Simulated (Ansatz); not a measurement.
Data:

```xyz
2
Lattice="0.0000 3.3977 3.3977 3.3977 0.0000 3.3977 3.3977 3.3977 0.0000" Properties=species:S:1:pos:R:3 pbc="T T T"
K      0.0000     0.0000     0.0000
I      3.3977     3.3977     3.3977
```

No spin polarisation.

Method: DFT with PBEsol, PAW potentials and a 420 eV plane-wave cutoff in Ansatz (an electronic-structure program), no spin-orbit coupling. k-mesh 8×8×8 (Γ-centred); smearing 0.05 eV (Fermi–Dirac).

Predict the band gap and pressure.


```json
{
  "band_gap": "4.09 eV",
  "pressure": "1.41 GPa"
}
```

With I present, leaving out spin-orbit coupling can change the band edges. The cells carry an imposed strain or load. Stability against distortions was not tested. The cell was made from KI in the rock salt structure (space group Fm-3m, No. 225) by this change: isotropic strain −3.00 %.
